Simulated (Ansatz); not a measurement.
The structure below was relaxed with Kohn–Sham DFT with the PBEsol functional, run in Ansatz (a quantum-chemistry and plane-wave program) with PAW and 420 eV plane waves, no SOC, at pressure −1 GPa.

Space group P6₃/mmc (No. 194); a = b = 2.8404 Å, c = 9.4149 Å, α = β = 90.00°, γ = 120.00°

```tsv
atom	site	symmetry	x	y	z
Al	2a	-3m.	0.0000	0.0000	0.0000
Al	2c	-6m2	0.3333	0.6667	0.2500
```

Task: Write out a cell with all atoms.

Result: 
```cif
data_Al4
_chemical_formula_sum 'Al4'
_space_group_name_H-M_alt 'P 1'
_space_group_IT_number 1
_cell_length_a 2.84045
_cell_length_b 2.84045
_cell_length_c 9.41486
_cell_angle_alpha 90.000
_cell_angle_beta 90.000
_cell_angle_gamma 120.000
loop_
_space_group_symop_operation_xyz
  'x, y, z'
loop_
_atom_site_label
_atom_site_type_symbol
_atom_site_fract_x
_atom_site_fract_y
_atom_site_fract_z
_atom_site_occupancy
Al1 Al 0.00000 0.00000 0.00000 1
Al2 Al 0.00000 0.00000 0.50000 1
Al3 Al 0.33333 0.66667 0.25000 1
Al4 Al 0.66667 0.33333 0.75000 1
```
This is the conventional cell.

Load acts through the strain it causes; cell and atoms are relaxed under it. Whether these cells are dynamically stable was not tested. The cell was made from Al (space group P6_3/mmc, No. 194; a cell from a computed database, its experimental status unchecked) by this change: pressure −1 GPa. This is not the structure that Al has at room temperature and ambient pressure.
